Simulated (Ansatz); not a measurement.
## A computed series for Ge3N4: pressure series

The reference is Ge₃N₄ (space group P6_3/m, No. 176; a = 8.1295 Å, c = 3.1141 Å).

Cell and atoms are relaxed at each pressure.

Computed with Ansatz (an electronic-structure program) PBE, no spin-orbit coupling.

Candidates:
(a) pressure 7.5 GPa
(b) pressure 0.3 GPa
(c) pressure 1.5 GPa
(d) pressure −1 GPa
(e) pressure 10 GPa

Base values:

```
Item        Value
--------  -------
Band gap  1.82 eV
```

### Question
Order them by band gap, highest first.

### Answer
(e) pressure 10 GPa (2.39 eV), (a) pressure 7.5 GPa (2.26 eV), (c) pressure 1.5 GPa (1.92 eV), (b) pressure 0.3 GPa (1.84 eV), (d) pressure −1 GPa (1.76 eV)

Load acts through the strain it causes; cell and atoms are relaxed under it. Whether these cells are dynamically stable was not tested. No other phases were tried under pressure.
